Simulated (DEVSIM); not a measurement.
Structure: Si n-i-p diode, at 250 K.

| layer (left to right) | material | thickness (μm) | Nd (cm⁻³) | Na (cm⁻³) | τn (s) | τp (s) |
|---|---|---|---|---|---|---|
| 1 | Si | 0.270 | 3.5e18 | - | 1.3e-7 | 1.3e-7 |
| 2 | Si | 10.0 | - | 6.5e13 | 1.3e-7 | 1.3e-7 |
| 3 | Si | 0.860 | - | 3.1e18 | 1.3e-7 | 1.3e-7 |

Left contact: ohmic. Right contact: ohmic. Voltage is applied to the left contact. Recombination: SRH at mid-gap, radiative. Mobility is μmin + (μ − μmin)/(1 + (N/Nref)^α).

Constants are typed, rounded textbook-type inputs, not results; the design itself was drawn at random and stands for no fabricated device. Values at 300 K; Nc and Nv go as T^1.5, mobilities as T to minus their exponent, the gap by Varshni's rule with the affinity fixed.

| parameter | Si |
|---|---|
| gap (eV) | 1.124 |
| affinity (eV) | 4.05 |
| permittivity | 11.7 |
| Nc (cm⁻³) | 2.86e19 |
| Nv (cm⁻³) | 3.1e19 |
| μn (cm²/Vs) | 1417 |
| μp (cm²/Vs) | 470 |
| μn,min | 52 |
| μp,min | 45 |
| Nref,n | 9.7e16 |
| Nref,p | 2.2e17 |
| αn | 0.68 |
| αp | 0.72 |
| T exponent of μn | 2.3 |
| T exponent of μp | 2.2 |
| B (cm³/s) | 4.7e-15 |
| Varshni α (eV/K) | 0.000473 |
| Varshni β (K) | 636 |

Model (solved in DEVSIM): 1D drift-diffusion, Boltzmann statistics, complete ionisation; no tunnelling, impact ionisation, image-force lowering or self-heating.

The thickness of layer 2 was swept, all else fixed.

```
thickness of layer 2 (μm)  dark forward voltage at 1 A/cm² (V)  dark forward voltage at 100 A/cm² (V)
-------------------------  -----------------------------------  -------------------------------------
2                                                        0.781                                  0.906
3.5                                                      0.765                                  0.904
6                                                        0.746                                  0.902
10                                                       0.727                                  0.898
17                                                       0.709                                  0.892
30                                                       0.697                                  0.891
50                                                       0.708                                  0.906
```

From the first row to the last the dark forward voltage at 1 A/cm² goes from 0.781 to 0.708.
